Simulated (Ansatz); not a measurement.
## ZnO: response to strain

The parent structure is ZnO in the wurtzite structure (space group P6_3mc, No. 186).

```cif
data_O2Zn2
_chemical_formula_sum 'Zn2 O2'
_space_group_name_H-M_alt 'P 1'
_space_group_IT_number 1
_cell_length_a 3.22996
_cell_length_b 3.22996
_cell_length_c 5.21438
_cell_angle_alpha 90.000
_cell_angle_beta 90.000
_cell_angle_gamma 120.000
loop_
_space_group_symop_operation_xyz
  'x, y, z'
loop_
_atom_site_label
_atom_site_type_symbol
_atom_site_fract_x
_atom_site_fract_y
_atom_site_fract_z
_atom_site_occupancy
Zn1 Zn 0.33333 0.66667 0.00154 1
Zn2 Zn 0.66667 0.33333 0.50154 1
O1 O 0.33333 0.66667 0.38046 1
O2 O 0.66667 0.33333 0.88046 1
```

Strains are applied to the cell and any free atomic positions relax.

Computed with DFT with PBEsol, PAW potentials and a 420 eV plane-wave cutoff in Ansatz (an electronic-structure program), no spin-orbit coupling.

Notes on the quantities. energy relative to the base: free energy F.

| change | energy relative to the base | electron mass | volume per atom |
|---|---|---|---|
| base | 0 meV/atom | 0.13 mₑ (at Γ) | 11.78 Å³ |
| isotropic strain +0.60 % | +1.7 meV/atom | 0.13 mₑ (at Γ) | 11.99 Å³ |
| isotropic strain +1.20 % | +6.6 meV/atom | 0.12 mₑ (at Γ) | 12.21 Å³ |
| isotropic strain +1.80 % | +15 meV/atom | 0.12 mₑ (at Γ) | 12.43 Å³ |
| isotropic strain +2.40 % | +25 meV/atom | 0.11 mₑ (at Γ) | 12.65 Å³ |
| isotropic strain +3.00 % | +39 meV/atom | 0.11 mₑ (at Γ) | 12.87 Å³ |

The levels and masses belong to the bands next to the band gap. Effective masses come from finite differences of ±0.01 Å⁻¹. Stability against distortions was not tested.
